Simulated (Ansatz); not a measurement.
# Hypothetical P6_3/mmc PtSe2: element substitutions

Consider PtSe₂ in the 2H-MoS2 type structure (space group P6_3/mmc, No. 194; a hypothetical phase, not in the database extracts checked; layered, stacked along the Cartesian z axis).

```xyz
6
Lattice="3.5048 0.0000 0.0000 -1.7524 3.0352 0.0000 0.0000 0.0000 10.7391" Properties=species:S:1:pos:R:3 pbc="T T T"
Pt     0.0000     2.0235     8.0543
Pt     1.7524     1.0117     2.6848
Se     0.0000     2.0235     1.1559
Se     1.7524     1.0117     6.5255
Se     1.7524     1.0117     9.5832
Se     0.0000     2.0235     4.2136
```

Each row replaces one element on all its sites; cell and atoms are relaxed.

Method: PBEsol-D3(BJ) in Ansatz (plane waves to 420 eV, PAW, no SOC).

```tsv
change	c/a ratio	density	shortest interatomic distance
base	3.064	10.26 g/cm³	2.536 Å
Pt → Os	3.336	10.09 g/cm³	2.478 Å
Se → Br	3.241	9.08 g/cm³	2.637 Å
Se → As	3.375	10.82 g/cm³	2.532 Å
```

Stability against distortions was not tested. As relaxed here, OsSe2, PtBr2 and PtAs2 are hypothetical phases, not in the database extracts checked. No Hubbard U is applied, and correlation can decide whether such a compound is a metal. All final runs are without spin polarisation. OsSe2, PtSe2, PtBr2 and PtAs2 have a high density of states at the Fermi level and may be magnetic at this level.

Ansatz is a program for electronic structure.
